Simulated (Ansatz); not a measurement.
System: F vacancy in rock-salt LiF (charge state +1). These are PBE, PAW (plane waves to 420 eV; Ansatz, a program for electronic structure) values and carry that method's errors.

64-site cell at the relaxed PBE lattice, the Γ point alone, smearing 0.01 eV, spin-restricted, no finite-size correction. No zero-point or tunnelling terms. The charge state is imposed; whether it is stable for some Fermi level was not computed. Forms of the defect that were not tried may lie lower.

Barriers: single points on a 2×2×2 k-point mesh shifted by half a step at the bands' geometries.

Relaxed starting cell (atoms counted from 1):

```
CELL_PARAMETERS angstrom
      8.13647     0.00000     0.00000
      0.00000     8.13647     0.00000
      0.00000     0.00000     8.13647
ATOMIC_POSITIONS crystal
  Li 0.97459 0.00013 0.00066
  Li 0.99520 0.00008 0.50063
  Li 0.99524 0.49976 0.00068
  Li 0.99732 0.49997 0.50081
  Li 0.52331 0.00004 0.00051
  Li 0.50274 0.00009 0.50054
  Li 0.50288 0.50038 0.00066
  Li 0.50085 0.50005 0.50065
  F  0.24905 0.00017 0.50064
  F  0.24901 0.50010 0.00073
  F  0.24904 0.50008 0.50080
  F  0.74904 0.00006 0.00076
  F  0.74901 0.00011 0.50059
  F  0.74906 0.50012 0.00069
  F  0.74905 0.50009 0.50070
  Li 0.99954 0.24963 0.25015
  Li 0.99969 0.24932 0.75121
  Li 0.99949 0.75050 0.25016
  Li 0.99961 0.75055 0.75118
  Li 0.49859 0.24964 0.25007
  Li 0.49843 0.24950 0.75114
  Li 0.49860 0.75071 0.25013
  Li 0.49851 0.75052 0.75105
  F  0.24898 0.24399 0.24453
  F  0.24910 0.24370 0.75706
  F  0.24893 0.75620 0.24468
  F  0.24908 0.75658 0.75707
  F  0.74903 0.24843 0.24904
  F  0.74906 0.24849 0.75234
  F  0.74904 0.75175 0.24906
  F  0.74908 0.75172 0.75236
  Li 0.24888 0.00013 0.27516
  Li 0.24901 0.99989 0.72608
  Li 0.24911 0.50014 0.25449
  Li 0.24905 0.49997 0.74687
  Li 0.74906 0.00013 0.25441
  Li 0.74891 0.00005 0.74673
  Li 0.74910 0.50009 0.25242
  Li 0.74904 0.49998 0.74899
  F  0.00532 0.00014 0.24452
  F  0.00526 0.00019 0.75685
  F  0.00059 0.50010 0.24905
  F  0.00078 0.50010 0.75236
  F  0.49250 0.00004 0.24435
  F  0.49295 0.00009 0.75684
  F  0.49740 0.50009 0.24905
  F  0.49737 0.50007 0.75235
  Li 0.24919 0.27458 0.00070
  Li 0.24907 0.25384 0.50047
  Li 0.24891 0.72561 0.00067
  Li 0.24904 0.74619 0.50036
  Li 0.74892 0.25383 0.00066
  Li 0.74909 0.25183 0.50074
  Li 0.74919 0.74640 0.00062
  Li 0.74912 0.74831 0.50072
  F  0.00528 0.24388 0.00072
  F  0.00069 0.24850 0.50073
  F  0.00535 0.75650 0.00077
  F  0.00069 0.75176 0.50073
  F  0.49280 0.24374 0.00070
  F  0.49742 0.24848 0.50071
  F  0.49272 0.75629 0.00074
  F  0.49739 0.75171 0.50068
```
Cell charge +1.

End state 1 differs by these moves (Å; atoms that move under 0.08 Å are left out):

```tsv
atom	element	Δx	Δy	Δz
1	Li	0.20	-0.01	-0.01
5	Li	-0.20	-0.01	-0.01
19	Li	-0.20	-0.01	-0.01
23	Li	0.20	-0.01	-0.01
27	F	0.00	1.93	1.92
32	Li	0.00	0.03	-0.20
33	Li	0.00	0.20	0.19
35	Li	0.00	-0.20	0.03
48	Li	0.00	-0.20	0.03
50	Li	0.00	0.20	0.19
51	Li	0.00	0.03	-0.20
```

Q: Give the forward and backward barriers to end state 1 at the level PBE, PAW.

A: forward 0.72 eV, backward 0.72 eV; at the saddle point atom 27 has neighbours 2 Li at 1.73 Å. The saddle point's order was not checked, and it lies on a symmetry element of the cell, where a band can be held.
